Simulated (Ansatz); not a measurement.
Consider the following.

```
TiAl
1.0
    2.84915     0.00000     0.00000
    0.00000     2.76616     0.00000
    0.00000     0.00000     4.00209
Ti Al
1 1
Direct
  0.00000   0.00000   0.00000
  0.50000   0.50000   0.50000
```

No spin polarisation.

Level of theory: Ansatz (a first-principles code) LDA, no SOC. Γ-centred 21×21×15 mesh, Fermi–Dirac width 0.1 eV.

**Question.** What is the computed band gap?

**Answer.** Zero.

**Question.** Predict the pressure (mean of the normal stresses, compression positive).

**Answer.** -3.5 GPa.

**Question.** Estimate the space group.

**Answer.** Pmmm (No. 47).

The cells carry an imposed strain or load. Stability against distortions was not tested. All final runs are without spin polarisation. The cell was made from TiAl (space group P4/mmm, No. 123) by this change: uniaxial strain ε_xx = +3.00 %.
